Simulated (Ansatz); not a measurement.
Take Hf in the hcp (Mg type) structure (space group P6_3/mmc, No. 194; relaxed with 0.1 eV smearing) as the base.

```
Hf
1.0
    3.19829     0.00000     0.00000
   -1.59915     2.76980     0.00000
    0.00000     0.00000     5.04882
Hf
2
Direct
  0.66667   0.33333   0.75000
  0.33333   0.66667   0.25000
```

Cartesian axes are those of the cell as printed.

Calculations: r2SCAN, PAW, 500 eV (Ansatz, a first-principles code; no SOC).

Base values:

The shortest interatomic distance is 5.910 bohr, the band gap is zero and the pressure is 0.0 GPa.

Perturbation: uniaxial strain ε_zz = +1.50 %, all other strain components held at zero, atoms relaxed at fixed cell.

Problem. How does this affect the shortest interatomic distance, band gap, energy relative to the base and pressure?

Solution. The shortest interatomic distance grows by 0.058 bohr, from 5.910 bohr to 5.968 bohr; the band gap is still zero; the energy rises by 3.1 meV/atom; the pressure (mean of the normal stresses, compression positive) goes from zero to -1.6 GPa.

Stability against distortions was not tested. All final runs are without spin polarisation.
